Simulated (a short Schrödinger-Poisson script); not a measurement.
Structure: MOS inversion layer, SiO2 on p-type Si(110), at 400 K.

| layer | material | thickness (nm) | Na (cm⁻³) |
|---|---|---|---|
| 1 | SiO2 | 1.3 | - |
| 2 | Si | 300 | 2e18 |

Constants are typed, rounded textbook-type inputs, not results; the design itself was drawn at random and stands for no fabricated device. SiO2: permittivity 3.9, conduction-band edge (eV) 3.15, gap (eV) 9, electron mass (mₑ) 0.5. Si: permittivity 11.7, conduction-band edge (eV) 0, gap (eV) 1.124, Nv at 300 K (cm⁻³) 3.1e19.

Channel valleys (confinement mass, in-plane density-of-states mass, number): Δ4 0.315, 0.324, 4; Δ2 0.19, 0.417, 2. At the gate the conduction-band edge of layer 1 lies 3.16 eV − eVg above the Fermi level of the channel; the field vanishes at the back. Gaps are held at their typed values at every temperature. Mesh 0.03 nm at interfaces.

Solved with a short Schrödinger-Poisson script written for these runs: 1D Poisson equation in equilibrium, electrons classical, Fermi-Dirac, parabolic valleys, classical holes, full ionisation, no traps, pinning or gate leakage.

The same stack at other levels of the model or other numerical settings:

| run | sheet density of all electrons at Vg = 1 V (cm⁻²) | sheet density of all electrons at Vg = 0.4 V (cm⁻²) | capacitance at Vg = 1 V (μF/cm²) | centroid of the channel electrons at Vg = 1 V (nm) | rough cost against the base |
|---|---|---|---|---|---|
| base | 9.26e12 | 1.43e12 | 2.27 | 0.45 | about 1 |
| electrons treated as classical, Boltzmann | 9.89e12 | 1.50e12 | 2.44 | 0.33 | 0.2 |
| electrons treated as quantum, Hartree | 6.82e12 | 4.02e11 | 2.02 | 1.39 | 7 |
| mesh six times as coarse | 9.00e12 | 1.35e12 | 2.22 | 0.53 | 0.3 |

The classical rows ignore confinement, and Boltzmann statistics overrate the density once the band edge passes the Fermi level.
